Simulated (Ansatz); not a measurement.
Start from InPd in the CsCl type structure (space group Pm-3m, No. 221; a = 3.2480 Å; relaxed with 0.1 eV smearing). Axes: x, y, z lie along the cube axes.

The values are results of DFT with PBEsol, PAW potentials and a 420 eV plane-wave cutoff in Ansatz (a first-principles code), without spin-orbit coupling, not measurements.

Before the change:

The pressure is 0.0 GPa and the shortest interatomic distance comes out as 5.316 bohr.

It is then changed as follows: uniaxial strain ε_zz = −2.50 %, all other strain components held at zero; the atoms relax in the strained cell.

Q: What does the calculation give for the pressure, shortest interatomic distance and energy relative to the base after the change?

A: The pressure (mean of the normal stresses, compression positive) goes from zero to 3.7 GPa; the shortest interatomic distance shrinks by 0.044 bohr (5.316 bohr → 5.272 bohr); the energy goes up by 5.5 meV/atom.

Whether these cells are dynamically stable was not tested. All final runs are without spin polarisation.
